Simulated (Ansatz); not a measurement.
AlRu, pressure series

The parent structure is AlRu in the CsCl type structure (space group Pm-3m, No. 221; a = 2.976 Å).

Cell and atoms are relaxed at each pressure.

The values are results of plane-wave PAW DFT at the PBEsol level (Ansatz, a first-principles code, 420 eV), no spin-orbit coupling, not measurements.

```json
[
 {"pressure (GPa)": "-2", "volume per atom (Å³/atom)": "13.307"},
 {"pressure (GPa)": "-1", "volume per atom (Å³/atom)": "?"},
 {"pressure (GPa)": "0", "volume per atom (Å³/atom)": "13.183"},
 {"pressure (GPa)": "0.9", "volume per atom (Å³/atom)": "13.130"},
 {"pressure (GPa)": "2.1", "volume per atom (Å³/atom)": "13.060"},
 {"pressure (GPa)": "4.5", "volume per atom (Å³/atom)": "12.927"},
 {"pressure (GPa)": "9", "volume per atom (Å³/atom)": "12.695"},
 {"pressure (GPa)": "22.5", "volume per atom (Å³/atom)": "12.107"},
 {"pressure (GPa)": "30", "volume per atom (Å³/atom)": "11.833"}
]
```

Fit the third-order Birch–Murnaghan form P(V) = (3B₀/2)[(V₀/V)^(7/3) − (V₀/V)^(5/3)]·[1 + (3/4)(B₀′ − 4)((V₀/V)^(2/3) − 1)] (squares taken in P) to the rows shown and predict the withheld row.

Least squares on the printed values gives V₀ = 13.183 Å³/atom, B₀ = 220 GPa, B₀′ = 4.3; this predicts 13.244 Å³/atom, and the run gives 13.244 Å³/atom, in agreement.

Load acts through the strain it causes; cell and atoms are relaxed under it. No phonon test of stability was made. Competing high-pressure phases were not computed. The final runs are not spin-polarised.
